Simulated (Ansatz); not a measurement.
Pressure series in ZnSe

Consider ZnSe in the zinc blende structure (space group F-43m, No. 216).

```cif
data_SeZn
_chemical_formula_sum 'Zn1 Se1'
_space_group_name_H-M_alt 'P 1'
_space_group_IT_number 1
_cell_length_a 3.98337
_cell_length_b 3.98337
_cell_length_c 3.98337
_cell_angle_alpha 60.000
_cell_angle_beta 60.000
_cell_angle_gamma 60.000
loop_
_space_group_symop_operation_xyz
  'x, y, z'
loop_
_atom_site_label
_atom_site_type_symbol
_atom_site_fract_x
_atom_site_fract_y
_atom_site_fract_z
_atom_site_occupancy
Zn1 Zn 0.00000 0.00000 0.00000 1
Se1 Se 0.25000 0.25000 0.25000 1
```

Cell and atoms are relaxed at each pressure.

Computed with PBEsol (Ansatz, a quantum-chemistry and plane-wave program), spin-orbit coupling left out.

Candidates:
(a) pressure −2 GPa
(b) pressure 0.9 GPa
(c) pressure 4.5 GPa
(d) pressure −1 GPa
(e) pressure 9 GPa

Before the change:

The band gap is 1.24 eV.

Q: Order them by band gap, lowest first.

A: (a) pressure −2 GPa (1.11 eV), (d) pressure −1 GPa (1.18 eV), (b) pressure 0.9 GPa (1.29 eV), (c) pressure 4.5 GPa (1.48 eV), (e) pressure 9 GPa (1.68 eV)

Load acts through the strain it causes; cell and atoms are relaxed under it. Stability against distortions was not tested. Tetrahedral semiconductors of this kind turn to denser phases somewhere between about 1 and 50 GPa; those were not computed, so compressed cells here can lie past the real transition.
